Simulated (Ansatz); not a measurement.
The starting structures come from a database of crystals and need not be the phases stable at ambient conditions.

The decay constant κ of evanescent states in the gap governs leakage through a thin film.

Input:

```
PbTl2ZrS4
1.0
    8.19939     0.00000     0.00000
    4.09969     7.69920     0.00494
    0.00000     2.20036     6.39455
Zr Tl Pb S
2 4 2 8
Cartesian
  5.09908   8.24929   1.60358
  7.20000   1.65027   4.79591
  3.06767   4.42450   1.71644
  9.23142   5.47506   4.68305
  7.16736   4.37488   1.48578
  5.13172   5.52468   4.91372
  5.11082   0.55009   1.59864
  3.08857   1.65027   4.79591
  0.84915   2.59537   3.18003
 11.44994   7.30419   3.21947
  4.94884   6.20401   0.02219
  7.35024   3.69555   6.37730
  2.78646   1.72632   0.22776
  9.51262   8.17324   6.17174
  6.88616   7.07306   2.97446
  5.41293   2.82650   3.42503
```

Space group of this cell: C2/c. The cell was relaxed by PBE-D3(BJ); by r2SCAN its mean pressure is 1.4 GPa.

Transport runs along the normal of the first two printed cell vectors.

The gap is the functional's own. No spin-orbit coupling. Mid-gap values are interpolated on the energy grid.

Predict the band gap and the smallest decay constant κ at mid-gap from r2SCAN run with Ansatz (an electronic-structure program).

Gap 1.15 eV on a 4×4×6 mesh; κ = 0.210 1/Å, at the zone centre.
